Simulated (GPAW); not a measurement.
**Parameter sweep on SiPt5Pb (P4/mmm, 7 atoms in the cell)**

```cif
data_PbPt5Si
_chemical_formula_sum 'Si1 Pt5 Pb1'
_space_group_name_H-M_alt 'P 1'
_space_group_IT_number 1
_cell_length_a 4.00106
_cell_length_b 4.00106
_cell_length_c 7.21288
_cell_angle_alpha 90.000
_cell_angle_beta 90.000
_cell_angle_gamma 90.000
loop_
_space_group_symop_operation_xyz
  'x, y, z'
loop_
_atom_site_label
_atom_site_type_symbol
_atom_site_fract_x
_atom_site_fract_y
_atom_site_fract_z
_atom_site_occupancy
Si1 Si 0.00000 0.00000 0.50000 1
Pt1 Pt 0.00000 0.50000 0.30293 1
Pt2 Pt 0.00000 0.50000 0.69707 1
Pt3 Pt 0.50000 0.00000 0.30293 1
Pt4 Pt 0.50000 0.00000 0.69707 1
Pt5 Pt 0.00000 0.00000 0.00000 1
Pb1 Pb 0.50000 0.50000 0.00000 1
```

Base run A: PBEsol, GPAW PAW datasets PBEsol (made by gpaw-setup) in GPAW, self-consistent single point.

Its settings: mode = pw; ecut = 550 eV; xc = PBEsol; kpts = 5 5 3; mesh shift (steps) = 0 0 0; occupations.name = fermi-dirac; occupations.width = 0.1 eV; nbands = -11; convergence.density = 1e-05 e/electron; symmetry.symmorphic = false; symmetry.tolerance = 0.0005; maxiter = 100.

The starting cell comes from a database of computed structures (which also holds hypothetical and non-ambient phases and stackings), without a prior relaxation at this level. Spin polarisation is off. In the base run, with a pressure of about -4 GPa the cell is away from its equilibrium volume at this level.

A dash stands where there is no value to compare (another energy zero or no entropy term, no result, no spin, no clean gap, or a mesh too coarse for one). 

```tsv
run	change	pressure (GPa)	largest force (eV/Å)	dispersion energy (eV/atom)
A	base	-3.64	0.137	–
B	dispersion: default → d3 [PBEsol-D3(0)]	-9.46	0.045	-0.493
C	dispersion: default → d3bj [PBEsol-D3(BJ)]	-9.97	0.137	-0.643
D	dispersion: default → d3bj_atm [PBEsol-D3(BJ)+ATM]	-8.52	0.136	-0.567
E	dispersion: default → d4 [PBEsol-D4]	-7.05	0.136	-0.387
F	xc: PBEsol → MGGA_X_R2SCAN+MGGA_C_R2SCAN; dispersion: default → d4; potentials: GPAW PAW datasets PBE (gpaw-data 1.0.1) [r2SCAN-D4]	-1.46	0.060	-0.220
```

Run F against A: The pressure goes from -3.64 to -1.46 GPa and the largest force goes from 0.137 to 0.060 eV/Å.

Run D against A: The pressure goes from -3.64 to -8.52 GPa and the largest force moves little (0.137 to 0.136 eV/Å).

Left out of this page: 1 run of the series held back from this collection.
